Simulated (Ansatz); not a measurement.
# AgCl: pressure 30 GPa

The reference is AgCl in the rock salt structure (space group Fm-3m, No. 225; a = 5.611 Å).

Now apply this change: cell and atoms relaxed at a pressure of 30 GPa.

The values are results of plane-wave PAW DFT at the PBE level (Ansatz, a program for electronic structure, 420 eV), no spin-orbit coupling, not measurements. Γ-centred 10×10×10 mesh, Fermi–Dirac width 0.05 eV.

```json
[
 {"quantity": "volume per atom", "base": "22.09 Å³", "changed": "16.14 Å³", "shift": "-5.95 Å³"},
 {"quantity": "density", "base": "5.39 g/cm³", "changed": "7.37 g/cm³", "shift": "+1.986 g/cm³"},
 {"quantity": "lattice parameter a", "base": "5.611 Å", "changed": "5.054 Å", "shift": "-0.557 Å"},
 {"quantity": "shortest interatomic distance", "base": "2.806 Å", "changed": "2.527 Å", "shift": "-0.279 Å"},
 {"quantity": "band gap", "base": "0.92 eV", "changed": "1.05 eV", "shift": "+0.13 eV"},
 {"quantity": "gap character", "base": "indirect, L → Γ", "changed": "indirect, L → Γ", "shift": "–"},
 {"quantity": "smallest direct gap", "base": "2.88 eV", "changed": "3.27 eV", "shift": "+0.39 eV"},
 {"quantity": "width of the top valence band", "base": "2.17 eV", "changed": "3.60 eV", "shift": "+1.43 eV"},
 {"quantity": "electron mass", "base": "0.27 mₑ (at Γ)", "changed": "0.27 mₑ (at Γ)", "shift": "–"},
 {"quantity": "valley order (the lowest conduction-band minima on the path, energy above the VBM, named in the base's zone)", "base": "Γ 0.92 eV; X along ⟨100⟩ 2.43 eV", "changed": "Γ 1.05 eV; X along ⟨100⟩ 1.78 eV", "shift": "–"}
]
```

Load acts through the strain it causes; cell and atoms are relaxed under it. Masses are band curvatures over ±0.01 Å⁻¹ around the edge. Stability against distortions was not tested. No other phases were tried under pressure.
